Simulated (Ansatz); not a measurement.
Here is the system:

```
CELL_PARAMETERS angstrom
      5.95475     0.00000     0.00000
      0.00000     6.68854     0.00000
      0.00000     0.00000     3.20416
ATOMIC_POSITIONS crystal
  Sb 0.31891 0.85764 0.50000
  Sb 0.68109 0.14236 0.50000
  Sb 0.81891 0.64236 0.00000
  Sb 0.18109 0.35764 0.00000
  Os 0.50000 0.50000 0.50000
  Os 0.00000 0.00000 0.00000
```

Computed with PBEsol with spin-orbit coupling, rigid bands (plane waves, PAW; Ansatz, an electronic-structure program). Condition of this run: spin-orbit coupling switched on. Geometry: cell and atoms relaxed with PBEsol.

Predict the hole conductivity mass (n e² τ/σ) at 300 K, by direction if it differs.

0.58 (x), 1.23 (y), 1.13 (z) mₑ.

What conductivity effective mass do dilute electrons have at 300 K?

0.54 (x), 1.95 (y), 0.65 (z) mₑ.

And the band gap?

0.41 eV at this level; semilocal functionals usually fall short of the measured gap.

Rigid bands, one relaxation time for all states, no polarons.

Formula and space group known from diffraction (Crystallography Open Database), not checked to be the room-temperature form: OsSb2 (Pnnm).
